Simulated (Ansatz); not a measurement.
Functionals compared on the (100) surface of beta tin in its 1x1 cell, outermost plane spacing 2.97 Å in the ideal cut, in Ansatz (plane waves, PAW). The structure was relaxed with PBE; the other rows are single points on it, each with its references at the same level. Cutoff 420 eV (500 eV for r2SCAN).

Model: 10-atom slab, 11.9 Å thick at the start, 12x7x1 mesh, Fermi-Dirac 0.1 eV, dipole correction, all atoms relaxed; start symmetry kept, larger cells not searched; no spin, no spin-orbit, no U. These notes are the PBE run's.

```csv
functional,surface energy (J/m²),work function of the top face (eV),rough cost of the single point
PBE,0.42,4.11,–
LDA,0.59,4.39,about 80 core-seconds (a rough figure)
PBEsol,0.54,4.20,around 2.0 core-minutes (rough)
RPBE,0.33,3.98,very roughly 90 core-seconds
r2SCAN,?,?,roughly 3 core-minutes
```

Problem. Complete the blanks.

Solution. 
- r2SCAN, surface energy (J/m²): 0.51
- r2SCAN, work function of the top face (eV): 4.21

Ansatz is a program for electronic structure.
